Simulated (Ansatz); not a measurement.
The starting structures come from a database of crystals and need not be the phases stable at ambient conditions.

The decay constant κ of evanescent states in the gap governs leakage through a thin film.

Given:

```xyz
6
Lattice="5.8384 0.0000 0.0000 0.0000 5.8593 0.0000 2.9192 2.9297 4.7418" Properties=species:S:1:pos:R:3 pbc="T T T"
Si     1.4596     0.0000     0.0000
Si     4.3788     0.0000     0.0000
Se     5.8384     7.4844     3.5437
Se     2.9192     1.3046     1.1981
Se     5.8384     4.5548     1.1981
Se     2.9192     4.2342     3.5437
```

The cell was relaxed by PBE-D3(BJ).

Transport runs along the normal of the first two printed cell vectors.

The gap is the functional's own, uncorrected, and κ follows it; spin-orbit coupling is left out. Mid-gap means the computed energy nearest the middle.

Problem. Estimate the band gap and the smallest decay constant κ at mid-gap that PBEsol run with Ansatz (an electronic-structure program) returns for this system.

Solution. Gap 1.46 eV on a 6×6×6 mesh; κ = 0.230 1/Å, at the zone centre.
